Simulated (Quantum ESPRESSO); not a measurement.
**Variants of one calculation on WSi2 (I4/mmm, 3 atoms in the cell)**

```
CELL_PARAMETERS angstrom
     -1.62153     1.62153     3.95532
      1.62153    -1.62153     3.95532
      1.62153     1.62153    -3.95532
ATOMIC_POSITIONS crystal
  Si 0.66500 0.66500 0.00000
  Si 0.33500 0.33500 0.00000
  W  0.00000 0.00000 0.00000
```

Base run A: Quantum ESPRESSO with PBEsol, GBRV 1.5 ultrasoft (PBESOL) pseudopotentials, self-consistent single point.

Its settings: ecutwfc = 40 Ry; ecutrho = 320 Ry; occupations = smearing; smearing = fermi-dirac; degauss = 0.0073499 Ry; potentials = {Si: si_pbesol_v1.uspp.F.UPF, W: w_pbesol_v1.2.uspp.F.UPF}; K_POINTS = automatic 11 11 11 1 1 1; conv_thr = 1e-10 Ry.

The starting cell has typed, rounded lattice constants, without a prior relaxation at this level. Its lattice was rescaled by a random factor within 2.5 % of one. Spin polarisation is off. In the base run, with a pressure of about -9 GPa the cell is away from its equilibrium volume at this level.

ΔF is the free energy per atom less that of run A. A dash stands where there is no value to compare (another energy zero or no entropy term, no result, no spin, no clean gap, or a mesh too coarse for one). Total energies depend on the potentials, the functional and any Hubbard or dispersion term, so they are compared only between runs that share all of them.

```tsv
run	change	ΔF (meV/atom)	pressure (GPa)	largest force (eV/Å)	k-points
A	base	0.00	-9.27	0.007	126
B	conv_thr: 1e-10 Ry → 7.3e-12 Ry	0.00	-9.27	0.007	126
C	K_POINTS: automatic 11 11 11 1 1 1 → automatic 14 14 14 1 1 1	-0.22	-9.27	0.010	240
D	smearing: fermi-dirac → methfessel-paxton; degauss: 0.0073499 Ry → 0.0036749 Ry	2.1	-9.35	0.017	126
E	nbnd: default → 27	0.00	-9.27	0.007	126
F	pseudopotentials: {Si: si_pbesol_v1.uspp.F.UPF, W: w_pbesol_v1.2.uspp.F.UPF} → {Si: si_pbe_v1.uspp.F.UPF, W: w_pbe_v1.2.uspp.F.UPF}; input_dft: default → blyp [BLYP]	–	5.36	0.030	126
G	ecutwfc: 40 Ry → 28 Ry; ecutrho: 320 Ry → 224 Ry	43.1	-7.91	0.005	126
H	tqr: default → true	-0.07	-8.72	0.002	126
I	conv_thr: 1e-10 Ry → 1e-13 Ry	0.00	-9.27	0.007	126
```

Run E against A: The free energy hardly moves (within 1 meV/atom), the pressure stays at -9.27 GPa and the largest force stays at 0.007 eV/Å.

Run C against A: The free energy is nearly the same (within 1 meV/atom), the pressure stays at -9.27 GPa and the largest force moves little (0.007 to 0.010 eV/Å).

Run H against A: The free energy is nearly the same (within 1 meV/atom), the pressure goes from -9.27 to -8.72 GPa and the largest force goes from 0.007 to 0.002 eV/Å.
